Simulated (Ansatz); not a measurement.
The starting structures come from a database of crystals and need not be the phases stable at ambient conditions.

 Where the default PAW files enter, the runs use the earlier of Ansatz's two default sets.

By LDA and PBEsol, the system below comes out a metal.

```
Hf
1.0
    4.96233     0.00000     0.00000
   -2.48116     4.29750     0.00000
    0.00000     0.00000     3.08623
Hf
3
Direct
  0.66667   0.33333   0.50000
  0.33333   0.66667   0.50000
  0.00000   0.00000   0.00000
```

Space group of this cell: P6/mmm. The cell is taken as given; by PBEsol its mean pressure is -2.8 GPa.

The current runs along the normal of the first two printed vectors, the (001) plane. All runs by Ansatz (a quantum-chemistry and plane-wave program), plane waves and PAW, without spin-orbit coupling; the base is PBEsol.

```csv
run,mean pressure (GPa),"G/A, both spins (10¹⁵ S/m²)"
base,-2.8,0.50
all lengths scaled by 0.98,4.3,0.55
all lengths scaled by 1.02,-8.4,0.46
lda in place of pbesol,-6.8,(withheld)
"lengths across the current scaled by 0.98, ions clamped",1.7,0.55
"lengths across the current scaled by 1.02, ions clamped",-6.6,(withheld)
"lengths along the current scaled by 0.97, ions clamped",0.7,0.48
"lengths along the current scaled by 1.03, ions clamped",-5.7,0.53
```

**Question.** What belongs in the gaps?

**Answer.** 
- lda in place of pbesol, G/A, both spins (10¹⁵ S/m²): 0.51
- lengths across the current scaled by 1.02, ions clamped, G/A, both spins (10¹⁵ S/m²): 0.43
